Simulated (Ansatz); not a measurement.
**A computed series for La5Si3: pressure series**

The reference is La5Si3 (space group P6_3/mcm, No. 193; a = 8.877 Å, c = 6.682 Å; a cell from a computed database, its experimental status unchecked).

Cell and atoms are relaxed at each pressure.

Calculations: Kohn–Sham DFT with the PBEsol functional, run in Ansatz (a program for electronic structure) with PAW and 420 eV plane waves, scalar-relativistic without spin-orbit coupling.

Candidates:
(a) pressure 10 GPa
(b) pressure −2 GPa
(c) pressure 5 GPa
(d) pressure 0.3 GPa

Before the change:

- c/a ratio = 0.753

Problem. Order them by c/a ratio, highest first.

Solution. (b) pressure −2 GPa (0.764), (d) pressure 0.3 GPa (0.751), (c) pressure 5 GPa (0.704), (a) pressure 10 GPa (0.678)

Load acts through the strain it causes; cell and atoms are relaxed under it. Whether these cells are dynamically stable was not tested. No other phases were tried under pressure. The final runs are not spin-polarised.
